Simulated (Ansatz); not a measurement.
Start from Ti$_{3}$Al (space group P6_3/mmc, No. 194).

```
Ti3Al
1.0
    5.74712     0.00000     0.00000
   -2.87356     4.97715     0.00000
    0.00000     0.00000     4.63151
Ti Al
6 2
Cartesian
  2.87356   3.28317   1.15788
 -1.40653   4.13016   3.47363
  1.46703   0.84699   1.15788
  0.00000   1.69398   3.47363
  4.28008   0.84699   1.15788
  1.40653   4.13016   3.47363
  0.00000   3.31810   1.15788
  2.87356   1.65905   3.47363
```

Cartesian axes are those of the cell as printed.

Method: plane-wave PAW DFT at the r2SCAN level (Ansatz, an electronic-structure program, 500 eV), no SOC.

It is then changed as follows: the symmetric strain tensor [0.0054 0.0013 0.0208; 0.0013 0.0055 -0.0054; 0.0208 -0.0054 0.0209]; the atoms relax in the strained cell.

Question: How does this affect the largest internal atomic displacement and energy relative to the base?

Answer: The largest internal atomic displacement is 0.035 Å; the energy goes up by 13 meV/atom.

Stability against distortions was not tested. All final runs are without spin polarisation.
